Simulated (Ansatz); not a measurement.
We consider NbIr3 (Pm-3m, No. 221, 4 atoms in the cell; start mp-1339), described by PBEsol in Ansatz (PAW).

Settings: plane-wave cutoff 520 eV, 14×14×14 k mesh, Fermi–Dirac smearing 0.05 eV, no spin polarisation, scalar-relativistic PAW data made under PBE.

Cell (relaxed at this level):

```
Ir3Nb
1.0
    3.88148     0.00000     0.00000
    0.00000     3.88148     0.00000
    0.00000     0.00000     3.88148
Nb Ir
1 3
Direct
  0.00000   0.00000   0.00000
  0.50000   0.50000   0.00000
  0.00000   0.50000   0.50000
  0.50000   0.00000   0.50000
```

Task: Predict the bulk modulus.

Result: 
bulk modulus: 346 GPa

Note: the run has no spin polarisation, so it can have missed a magnetic state; the bulk modulus is −V dP/dV from two relaxed cells at ±2 % in volume; the relaxation could not lower the start's symmetry, so the cell can be a saddle point above a distorted one.

Spin–orbit coupling is not included.

Static lattice: no zero-point or thermal effects.

A start named mp-… is a Materials Project structure, which need not be a measured phase.

Ansatz is a quantum-chemistry and plane-wave program.
